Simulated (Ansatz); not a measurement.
Consider Ge in the diamond structure (space group Fd-3m, No. 227; a = 5.622 Å). Axes: x, y, z lie along the cube axes.

Level of theory: plane-wave PAW DFT at the LDA level (Ansatz, a quantum-chemistry and plane-wave program, 420 eV), without spin-orbit coupling.

Strains are applied to the cell and any free atomic positions relax.

One change was made to it. Results:

```csv
quantity,base,after
"pressure (mean of the normal stresses, compression positive)",0.0 GPa,-1.3 GPa
energy relative to the base (free energy F),0 meV/atom,+3.3 meV/atom
shortest interatomic distance,2.434 Å,2.451 Å
```

Question: Which of these changes matches the shifts?
A) uniaxial strain ε_zz = +1.50 %
B) uniaxial strain ε_zz = +2.00 %
C) uniaxial strain ε_zz = −2.50 %

Answer: B, uniaxial strain ε_zz = +2.00 %. For comparison, the energy relative to the base in the other runs: uniaxial strain ε_zz = +1.50 % gives +1.8 meV/atom; uniaxial strain ε_zz = −2.50 % gives +5.4 meV/atom.

Whether these cells are dynamically stable was not tested.
